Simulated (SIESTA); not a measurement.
SIESTA 5.4.2, DFT, PBE, numerical atomic orbitals DZP, PseudoDojo PBE standard norm-conserving (rewritten from UPF to PSML): fcc Cu, atoms displaced (Cu8), 8 atoms. Basis and mesh were picked for this test and aren't claimed converged.

```
Item                                                    Value
----------------------------  -------------------------------
cell                          7.23, 3.62, 3.62 Å; 90, 90, 90°
distance to the nearest atom                   2.47 to 2.52 Å
task                                                      scf
k mesh                                                  3×6×6
PAO.BasisSize                                             DZP
PAO.EnergyShift                                       0.01 Ry
MeshCutoff                                             300 Ry
ElectronicTemperature                                  1000 K
MaxSCFIterations                                          200
SCF.Mixer.Method                                        Pulay
SCF.Mixer.Weight                                          0.1
SCF.Mixer.History                                           6
SCF.DM.Tolerance                                       0.0001
SolutionMethod                               diagon (default)
Diag.Algorithm                   Divide-and-Conquer (default)
SCF.Mix                                 Hamiltonian (default)
SCF.H.Tolerance                            0.001 eV (default)
SCF.Mixer.Variant                            stable (default)
k-points                                                   65
basis orbitals                                            152
electrons                                                 152
real-space mesh                                      80×40×40
```

Hardware: Intel Xeon 6 (Granite Rapids), 96 cores on 1 socket, 2 hardware threads a core, 3 L3 cache groups, 3 NUMA nodes.

Wall times, medians of two to five repeats, each run alone on the node (launch to exit). Processes are pinned to neighbouring cores unless said otherwise. The times hold for this build (conda-forge: Open MPI, OpenBLAS, ScaLAPACK, ELSI, no OpenMP). Scratch files lie in a memory file system.

Measured:

```csv
cores,layout,wall time
1,1 rank,27.3 s
4,"4 ranks, Diag.ParallelOverK = true",7.02 s
8,"8 ranks, Diag.ParallelOverK = true",4.33 s
16,"16 ranks, Diag.ParallelOverK = true",3.07 s
24,"24 ranks, Diag.ParallelOverK = true",2.60 s
32,"32 ranks, Diag.ParallelOverK = true",2.53 s
48,"48 ranks, Diag.ParallelOverK = true",2.32 s
64,"64 ranks, Diag.ParallelOverK = true",2.31 s
```

### Question
Fit T(p) = s + w/p to these times and predict the runs with 2 ranks, Diag.ParallelOverK = true and with 96 ranks, Diag.ParallelOverK = true. How well does the fit hold?

### Answer
A fit of relative deviations gives s = 1.79 s and w = 22.4 core-seconds; it misses the rows shown by at most 13 %.

| cores | layout | fit | measured | measured against fit |
|---|---|---|---|---|
| 2 | 2 ranks, Diag.ParallelOverK = true | 13.0 s | 12.5 s | -4 % |
| 96 | 96 ranks, Diag.ParallelOverK = true | 2.03 s | 2.28 s | +12 % |

The fit holds no term that grows with the count of cores, while start and exit outside the program's clock rises from 0.70 s on 64 cores to 0.83 s on 96.

Efficiency, counted from 1 core, stays above one half up to 16 cores and is 44 % at 24. The time no longer falls beyond 48 cores (2.3 s; the least measured is 2.3 s on 96, level within 8 % or the scatter of repeats). The share that grows most is that of start and exit outside the program's clock: from 2.1 % of the time on 1 core to 37 % on 96. The largest part on 96 cores, start and exit outside the program's clock, takes 0.58 s on 1 and 0.83 s there.
